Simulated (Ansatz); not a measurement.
Output of an Ansatz run (abridged):

```
WARN basis.ecutwfc = 420 eV, the default
WARN ansatz: RAYON_NUM_THREADS=1 ignored (pool sized by the plan → 1); use --threads N
Pseudopotentials: kind: paw
Pseudopotential: Zr, paw, valence charge 12
Pseudopotential: Ta, paw, valence charge 13
Crystal: 8 atoms, lattice volume = 406.793 Å³
Basis set: ecut = 420 eV, 7983 PW (Γ), exchange–correlation on 60×60×288 points (8 copies of the dense FFT grid, shifted against one another)
Bands: 59, of which v1, the nominal top of the filled ones, is band 49 counted from 1 (48 counted from 0)
Symmetry: 8 space group operations
Space group: P4mm (ITA 99), of the structure as read, at distance tolerance 7.4e-5 Å
k-points: 6 of 25
Initial density: superposition of atomic densities (neutral atoms: chi_scale 0, normalization atom), corrected by the library's trained network
Initial wavefunctions: pseudopotential atomic-orbital guess
Eigensolver: davidson
Functional: x = pbe(κ = 0.804, μ = 0.2195149727645171), c = pbe(β = 0.06672455060314922)
SCF iter   1: F=—  HF=-44962.064439 eV  |F-HF|=—  |Δ(HF+E_count)|=         —  Δρ=5.69e-3  dr2=2.35e0  ethr=1.77e-3  ⟨swp⟩=10.8  Hψ=1686  notcnv=0
all-band conjugate gradients solve this SCF's bands
preconditioner: auto → LDOS
SCF iter   2: F=—  HF=-44962.019309 eV  |F-HF|=—  |Δ(HF+E_count)|=   4.51e-2  Δρ=2.53e-3  dr2=2.15e-1  ethr=1.77e-3  ⟨swp⟩=2.0  Hψ=420  notcnv=0  defer=1
SCF iter   3: F=—  HF=-44962.016974 eV  |F-HF|=—  |Δ(HF+E_count)|=   2.34e-3  Δρ=4.09e-4  dr2=5.96e-3  ethr=2.20e-4  ⟨swp⟩=1.3  Hψ=371  notcnv=0
SCF iter   4: F=—  HF=-44962.017272 eV  |F-HF|=—  |Δ(HF+E_count)|=   2.99e-4  Δρ=1.44e-4  dr2=4.13e-4  ethr=6.08e-6  ⟨swp⟩=2.2  Hψ=394  notcnv=0
SCF iter   5: F=—  HF=-44962.017297 eV  |F-HF|=—  |Δ(HF+E_count)|=   2.46e-5  Δρ=5.30e-5  dr2=7.56e-5  ethr=4.22e-7  ⟨swp⟩=2.2  Hψ=477  notcnv=0
SCF iter   6: F=—  HF=-44962.017421 eV  |F-HF|=—  |Δ(HF+E_count)|=   1.24e-4  Δρ=2.27e-5  dr2=1.02e-5  ethr=7.71e-8  ⟨swp⟩=2.0  Hψ=441  notcnv=0
SCF iter   7: F=—  HF=-44962.017422 eV  |F-HF|=—  |Δ(HF+E_count)|=   3.89e-7  Δρ=7.46e-6  dr2=6.39e-7  ethr=1.05e-8  ⟨swp⟩=2.0  Hψ=620  notcnv=0
SCF iter   8: F=—  HF=-44962.017422 eV  |F-HF|=—  |Δ(HF+E_count)|=   1.79e-7  Δρ=3.70e-6  dr2=1.33e-7  ethr=1.02e-10  ⟨swp⟩=17.3  Hψ=1719  notcnv=0
SCF iter   9: F=-44962.017422 eV  HF=-44962.017422 eV  |F-HF|=3.46e-9  |Δ(HF+E_count)|=   2.95e-8  Δρ=7.57e-7  dr2=6.04e-9  ethr=1.02e-10  ⟨swp⟩=5.0  Hψ=1274  notcnv=0
SCF 1 converged in 9 iterations: F = -44962.017422 eV  dr2 = 6.04e-9
SCF converged after 9 iterations
Free energy (F): -44962.017422 eV
Harris-Foulkes:  -44962.017422 eV  (|F-HF|=3.46e-9)
Internal energy: -44961.571897 eV  (E = F + TS)
E sigma→0 (E₀):  -44961.794659 eV
Entropy (-TS):   -0.445525 eV (-55.691 meV/atom)
Fermi energy:    4.259643 eV
--- Per-component energies (eV) ---
  E_band       = -1866.637269
  E_kinetic    = 2702.825109
  E_local      = -54399.716142  (includes V_loc(G=0)·N_el)
  E_nonlocal   = 511.613010
  E_hartree    = 25779.574478
  E_xc         = -1392.750735
  E_vxc        = -1534.742710  (∫ρ·V_xc dr)
  E_paw        = -34515.606333  (= ΣΔE_a)
  E_vpaw       = -705.758354  (= ΣTr[D̂ρ^β])
  E_aug_tail   = 0.000449  (compensation charges beyond the density's cutoff)
  E_ewald      = 16352.488267
  E_smearing   = -0.445525  (= −TS)
  E_closure    = -0.000000  (closes the sum)
  Σ components = -44962.017422   (vs F -44962.017422, Δ=0.00e0)
--- Forces (eV/Å), atoms counted from 1 ---
  atom   1  Zr    -0.00000000     0.00000000    -0.31974949
  atom   2  Zr     0.00000000     0.00000000     1.13836185
  atom   3  Zr     0.00000000     0.00000000     1.13836185
  atom   4  Zr     0.00000000     0.00000000    -0.80455739
  atom   5  Zr     0.00000000     0.00000000     0.80307064
  atom   6  Zr    -0.00000000     0.00000000     0.80307064
  atom   7  Ta    -0.00000000     0.00000000    -1.87387847
  atom   8  Ta     0.00000000     0.00000000    -0.88469294
  max |Σ_I F_I| component: 1.33e-5 eV/Å
--- Stress (GPa, compression-positive) ---
       -4.910282       0.000000      -0.000000
        0.000000      -4.910282       0.000000
       -0.000000       0.000000      -4.848075
  P = ⅓ Tr σ = -4.8895 GPa (-48.895 kbar)
  The stress holds the Pulay correction. Without it, at fixed plane waves, as pw.x and ABINIT print it: P = -4.8994 GPa
--- Band table (eV; the first three rows and the last of 6) ---
  k-point 0: bands = ["-63.8005", "-63.6539", "-44.6704", "-44.5811", "-44.5296", "-44.3892", "-44.2472", "-44.2070", "-30.3099", "-30.2230", "-30.2230", "-30.1242", "-30.1242", "-30.0492", "-22.9126", "-22.9126", "-22.7954", "-22.7305", "-22.7244", [...]
  k-point 1: bands = ["-63.8005", "-63.6539", "-44.6568", "-44.5803", "-44.5428", "-44.3760", "-44.2607", "-44.2074", "-30.3098", "-30.2237", "-30.2218", "-30.1249", "-30.1229", "-30.0492", "-22.8670", "-22.8581", "-22.7820", "-22.7399", "-22.6788", [...]
  k-point 2: bands = ["-63.8004", "-63.6539", "-44.6214", "-44.5790", "-44.5778", "-44.3409", "-44.2965", "-44.2079", "-30.3095", "-30.2247", "-30.2198", "-30.1262", "-30.1209", "-30.0490", "-22.7519", "-22.7327", "-22.7273", "-22.7134", "-22.6684", [...]
  k-point 5: bands = ["-63.8003", "-63.6538", "-44.6053", "-44.5918", "-44.5771", "-44.3242", "-44.3103", "-44.2104", "-30.3093", "-30.2309", "-30.2291", "-30.1324", "-30.1306", "-30.0490", "-23.0102", "-22.9487", "-22.8645", "-22.7845", "-22.7064", [...]
```

The structure:

```
CELL_PARAMETERS angstrom
      4.37009     0.00000     0.00000
      0.00000     4.37009     0.00000
      0.00000     0.00000    21.30060
ATOMIC_POSITIONS crystal
  Zr 0.50000 0.50000 0.67137
  Zr 0.00000 0.50000 0.32863
  Zr 0.50000 0.00000 0.32863
  Zr 0.00000 0.00000 0.44288
  Zr 0.50000 0.00000 0.55712
  Zr 0.00000 0.50000 0.55712
  Ta 0.00000 0.00000 0.67137
  Ta 0.50000 0.50000 0.44288
```

Question: Reconstruct the input of this run.

Answer: Other spellings and defaults could give the same log, and not every line can be read from it. The input that was run (DFT, PBE, plane waves, default PAW files):

Ansatz 0.2 input:
```yaml
# TaZr3
crystal:
  lattice:
    - [4.370094, 0.000000, 0.000000]
    - [0.000000, 4.370094, 0.000000]
    - [0.000000, 0.000000, 21.300600]
  atoms:
    - { symbol: Zr, position: [0.500000, 0.500000, 0.671371] }
    - { symbol: Zr, position: [0.000000, 0.500000, 0.328629] }
    - { symbol: Zr, position: [0.500000, 0.000000, 0.328629] }
    - { symbol: Zr, position: [0.000000, 0.000000, 0.442875] }
    - { symbol: Zr, position: [0.500000, 0.000000, 0.557120] }
    - { symbol: Zr, position: [0.000000, 0.500000, 0.557120] }
    - { symbol: Ta, position: [0.000000, 0.000000, 0.671371] }
    - { symbol: Ta, position: [0.500000, 0.500000, 0.442875] }
kpoints:
  mp_grid: { grid: [5, 5, 1] }
hamiltonian:
  xc: pbe
  pseudopotentials: { kind: paw }
scf:
  occupations: { method: fermi_dirac, width: 0.1 }
output:
  forces: true
  eigenvalues: true
  stress: true
```

The starting cell was generated: these elements placed on a structure prototype, without a prior relaxation; it need not be a known phase or ordering of this composition. The slab is cut from that crystal, and its faces are unrelaxed. Spin-orbit coupling is off. Spin polarisation is off. The two faces of this cut differ, and no dipole correction was used. Forces in this geometry exceed 1 eV/Å.

Ansatz is a first-principles code.
